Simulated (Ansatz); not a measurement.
Worked example: self-consistent single point of VFe₃ (I4mm, 4 atoms in the cell) in Ansatz (a first-principles code).

Method: LDA (PW92), harder PAW files (source: ansatz) made with PBE (plane waves; Ansatz).

The change in words: lattice scaled by 0.98; basis.ecutwfc: 420 eV → 1015 eV; hamiltonian.pseudopotentials: {kind: paw} (the program's default PAW files) → {kind: paw, source: ansatz}. Reference geometry:
```xyz
4
Lattice="-2.0335 2.0335 2.8826 2.0335 -2.0335 2.8826 2.0335 2.0335 -2.8826" Properties=species:S:1:pos:R:3 pbc="T T T"
V      0.0000     0.0000     2.9326
Fe     0.0000     2.0335     1.4413
Fe     2.0335     0.0000     1.4413
Fe     0.0000     0.0000     0.0000
```
Moments meant for the start (each program seeds them in its own way; μB, in the order of the atoms V Fe Fe Fe): 2.0 4.0 4.0 4.0.

Reference input (self-consistent single point, DFT, LDA (PW92), plane waves, default PAW files made with PBE): basis.ecutwfc = 420 eV; kpoints.mp_grid.grid = 5 5 5; hamiltonian.xc = lda; hamiltonian.pseudopotentials = {kind: paw} (the program's default PAW files); magnetization.spin_polarized = true; scf.occupations.method = gaussian; scf.occupations.width = 0.1 eV. This run's input differs from it in these lines:

Ansatz 0.2 input:
```diff
@@ -3,5 +3,5 @@
   lattice:
-    - [-2.033457, 2.033457, 2.882644]
-    - [2.033457, -2.033457, 2.882644]
-    - [2.033457, 2.033457, -2.882644]
+    - [-1.992788, 1.992788, 2.824991]
+    - [1.992788, -1.992788, 2.824991]
+    - [1.992788, 1.992788, -2.824991]
   atoms:
@@ -12,3 +12,3 @@
 basis:
-  ecutwfc: 420.0
+  ecutwfc: 1015.0
 kpoints:
@@ -20,2 +20,3 @@
     kind: paw
+    source: ansatz
 magnetization:
```

The program printed (abridged):

```
SCF iter   1: F=—  HF=-16129.874410 eV  |F-HF|=—  |Δ(HF+E_count)|=         —  Δρ=2.29e-1 (↑2.29e-1 ↓1.64e-1)  dr2=2.76e0  dr2_m=1.55e1  M=5.359 μB ∫|m|=5.453 μB  β_m=0.30  ethr=3.10e-3  ⟨swp⟩=5.9  Hψ=5623  notcnv=0  defer=3
Mixer restart at iter 1: flushing history
all-band conjugate gradients solve this SCF's bands
preconditioner: auto → Kerker (q_TF=auto, 2.872 Å⁻¹)
   [... lines left out ...]
SCF iter  12: F=—  HF=-16126.789659 eV  |F-HF|=—  |Δ(HF+E_count)|=   4.45e-9  Δρ=4.82e-6 (↑2.80e-6 ↓4.82e-6)  dr2=1.72e-8  dr2_m=1.37e-9  M=4.940 μB ∫|m|=6.148 μB  β_m=0.60  ethr=4.23e-10  ⟨swp⟩=2.0  Hψ=1978  notcnv=0  defer=176
SCF iter  13: F=-16126.789659 eV  HF=-16126.789659 eV  |F-HF|=8.13e-9  |Δ(HF+E_count)|=   1.00e-9  Δρ=2.38e-6 (↑1.87e-6 ↓2.38e-6)  dr2=7.83e-9  dr2_m=3.16e-10  M=4.940 μB ∫|m|=6.147 μB  ethr=2.83e-11  ⟨swp⟩=7.2  Hψ=6322  notcnv=0
SCF 1 converged in 13 iterations: F = -16126.789659 eV  dr2 = 7.83e-9
WARN: the starting moments were not kept: 1 of 4 ended reversed and 3 kept their direction, counting a site from 0.1 μB …
Magnetization: 4.9397 μB (32.9698 up, 28.0302 down)
   [... lines left out ...]
Absolute magnetization: 6.1475 μB (∫|ρ↑−ρ↓|, with the PAW one-centre terms)
Free energy (F): -16126.789659 eV
Fermi energy:    19.485834 eV
   [... lines left out ...]
  atom   4  Fe     0.00000000     0.00000000     0.18511588
--- Stress (GPa, compression-positive) ---
      -10.140470       0.000000      -0.000000
        0.000000     -10.140470       0.000000
       -0.000000       0.000000     -10.376066
  P = ⅓ Tr σ = -10.2190 GPa (-102.190 kbar)
  The stress holds the Pulay correction. Without it, at fixed plane waves, as pw.x and ABINIT print it: P = -10.2217 GPa
```

The run converged in 13 iterations. Against the reference run the pressure goes from -21.16 to -10.22 GPa, the largest force goes from 0.297 to 0.366 eV/Å and the size of the net moment moves little (1.25 to 1.23 μB/atom).

The starting cell comes from a database of computed structures (which also holds hypothetical and non-ambient phases and stackings), without a prior relaxation at this level. Its lattice was rescaled by up to half a per cent. One atom was moved a little off its site on purpose. For this run, on top of that: lattice scaled by 0.98. The magnetic order is the one reached from the typed start; others were not searched systematically. The program warned that a starting moment was not kept. Ansatz's pressure includes its estimate of the finite-basis (Pulay) stress.
